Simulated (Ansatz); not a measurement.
# Variants of one calculation on a (101) slab of Te (cut from a parent of space group no. 152; 6 atoms in the cell)

```
CELL_PARAMETERS angstrom
      4.60687     0.00000     0.00000
      2.30344     7.12824     0.00000
      0.00000     0.00000    20.35150
ATOMIC_POSITIONS crystal
  Te 0.51825 0.95966 0.49378
  Te 0.09201 0.58225 0.34396
  Te 0.55229 0.89158 0.35639
  Te 0.17489 0.64640 0.65604
  Te 0.74864 0.26899 0.50622
  Te 0.20893 0.57832 0.51865
```

Base run A: Ansatz (a first-principles code) with PBEsol, PAW files made with PBE, self-consistent single point.

Its settings: basis.ecutwfc = 420 eV; kpoints.mp_grid.grid = 3 2 1; hamiltonian.xc = pbesol; hamiltonian.pseudopotentials = {kind: paw} (an earlier, softer set of the program's PAW files); scf.occupations.method = cold; scf.occupations.width = 0.1 eV; efield.axis = 3; efield.dipole_correction = true.

The starting cell comes from a database of computed structures (which also holds hypothetical and non-ambient phases and stackings), without a prior relaxation at this level. The slab is cut from that crystal, and its faces are unrelaxed. Its lattice was rescaled in the plane by a random factor within 2.5 % of one. Spin polarisation is off, though cut faces can carry moments. In the base run, forces exceed 1 eV/Å.

ΔF is the free energy per atom less that of run A. A dash stands where there is no value to compare (another energy zero or no entropy term, no result, no spin, no clean gap, or a mesh too coarse for one). Total energies depend on the potentials, the functional and any Hubbard or dispersion term, so they are compared only between runs that share all of them.

Runs:
- B: scf.convergence.dr2_threshold: default (1e-07 eV) → 1e-05 eV
- C: hamiltonian.dispersion: default → d3bjatm [PBEsol-D3BJ-ATM]
- D: vacuum of 8 angstrom (first run: 14 Å); efield.axis: 3 → default; efield.dipole_correction: true → default
- E: vacuum of 12 angstrom (first run: 14 Å)
- F: scf.mixing.algorithm: default (the program chose MSR1) → anderson; scf.mixing.ndim: default → 3
- G: scf.mixing.algorithm: default (the program chose MSR1) → broyden; scf.mixing.beta: default → 0.3

```
run  ΔF (meV/atom)  largest force (eV/Å)
---  -------------  --------------------
A             0.00                 1.650
B             0.00                 1.650
C                –                 1.654
D            -1.40                 1.666
E            -0.01                 1.650
F             0.00                 1.650
G             0.00                 1.650
```

Run B against A: The free energy stays essentially unchanged (within 1 meV/atom) and the largest force stays at 1.650 eV/Å.

Run D against A: The free energy falls by 1.4 meV/atom and the largest force goes from 1.650 to 1.666 eV/Å.

Keys are those of Ansatz 0.2.
